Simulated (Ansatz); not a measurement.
Consider the following.

```yaml
crystal:
  lattice:
    - [0.00000, 2.13793, 2.13793]
    - [2.13793, 0.00000, 2.13793]
    - [2.13793, 2.13793, 0.00000]
  atoms:
    - { symbol: N, position: [0.00000, 0.00000, 0.00000] }
    - { symbol: Hf, position: [0.50000, 0.50000, 0.50000] }
```

No spin polarisation.

Computed with DFT with PBE, PAW potentials and a 420 eV plane-wave cutoff in Ansatz (an electronic-structure program), no spin-orbit coupling, earlier PAW set. Settings: 22×22×22 k-points, 0.1 eV Fermi–Dirac smearing.

### Question
Predict the pressure.

### Answer
72.2 GPa.

### Question
Predict the space group.

### Answer
Fm-3m (No. 225).

The cells carry an imposed strain or load. No phonon test of stability was made. All final runs are without spin polarisation. The cell was made from HfN in the rock salt structure (space group Fm-3m, No. 225) by this change: isotropic strain −5.99 %.
